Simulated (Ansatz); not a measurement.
**ZrTiO₄ (P1, No. 1, 24 atoms in the cell; start mp-753891)**

The numbers are results of PBEsol (Ansatz, a program for electronic structure, plane waves, PAW), not measurements.

Run with plane-wave cutoff 520 eV, 8×6×4 k mesh (along the axes of the cell as run), Fermi–Dirac smearing 0.01 eV, no spin polarisation, scalar-relativistic PAW data made under PBE.

Cell (relaxed with PBEsol):

```
TiZrO4
1.0
    4.90581    -0.04816    -0.02305
   -0.06559     5.34756    -0.23211
   -0.35862    -0.47091     9.94383
Zr Ti O
4 4 16
Direct
  0.04219   0.72847   0.89336
  0.96382   0.28770   0.10996
  0.02053   0.70984   0.39190
  0.45220   0.21249   0.39634
  0.99333   0.30034   0.62758
  0.49125   0.18904   0.86977
  0.51451   0.82725   0.13339
  0.54328   0.78577   0.62466
  0.25082   0.58614   0.04478
  0.29095   0.53721   0.53607
  0.19436   0.40103   0.28281
  0.23144   0.37551   0.78656
  0.33163   0.87311   0.77507
  0.25566   0.90507   0.26984
  0.19406   0.03948   0.53055
  0.25564   0.06995   0.00679
  0.67542   0.88735   0.46411
  0.74399   0.94631   0.98541
  0.72566   0.12376   0.71027
  0.68282   0.13340   0.22514
  0.76265   0.62986   0.20988
  0.80320   0.39734   0.47239
  0.75851   0.42415   0.94672
  0.82207   0.62942   0.70666
```

band gap: 2.79 eV
smallest direct gap on the k points sampled: 2.79 eV
Γ–Γ gap: 2.81 eV

Spin–orbit coupling is not included.

It cost very roughly 25 core-minutes of CPU time.

A start named mp-… is a Materials Project structure, which need not be a measured phase.
